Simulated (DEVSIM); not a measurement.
Structure: illuminated Si n-on-p cell, one wavelength, with a back-surface field, at 300 K.

```
layer (left to right)  material  thickness (μm)  Nd (cm⁻³)  Na (cm⁻³)   τn (s)   τp (s)  absorption coefficient (cm⁻¹)
---------------------  --------  --------------  ---------  ---------  -------  -------  -----------------------------
1                            Si           0.330     8.4e18          -   4.4e-5   6.9e-5                            220
2                            Si             110          -     2.9e15  0.00023  0.00023                            220
3                            Si            1.40          -     2.2e18  0.00023  0.00023                            220
```

Left contact: ohmic, minority hole recombination velocity 1e5 cm/s. Right contact: ohmic, minority electron recombination velocity 100 cm/s. Voltage is applied to the left contact. Recombination: SRH at mid-gap, radiative, Auger. Gap narrowing is on: ΔEg = 6.92 meV × (l + √(l² + 0.5)), l = ln(N/1.3e17 cm⁻³), shared equally by both band edges. Light enters at the left, 1.3e18 photons cm⁻² s⁻¹, one pass, no reflection. Mobility is μmin + (μ − μmin)/(1 + (N/Nref)^α).

The device is made up for the run: typed textbook-type constants, with dimensions and the other settings drawn at random. Values at 300 K.

| parameter | Si |
|---|---|
| gap (eV) | 1.124 |
| affinity (eV) | 4.05 |
| permittivity | 11.7 |
| Nc (cm⁻³) | 2.86e19 |
| Nv (cm⁻³) | 3.1e19 |
| μn (cm²/Vs) | 1417 |
| μp (cm²/Vs) | 470 |
| μn,min | 52 |
| μp,min | 45 |
| Nref,n | 9.7e16 |
| Nref,p | 2.2e17 |
| αn | 0.68 |
| αp | 0.72 |
| B (cm³/s) | 4.7e-15 |
| Cn (cm⁶/s) | 2.8e-31 |
| Cp (cm⁶/s) | 9.9e-32 |

DEVSIM, 1D drift-diffusion, Boltzmann statistics, complete ionisation; no tunnelling, impact ionisation, image-force lowering or self-heating.

Task: Give the current under light (generator sign).

Result: 
```
V (V)  J (mA/cm²)
-----  ----------
0.00          189
0.10          189
0.20          189
0.30          189
0.40          189
0.52          189
0.54          188
0.56          186
0.58          182
0.60          175
0.62          160
0.64          132
0.66         77.6
0.68        -26.4
```
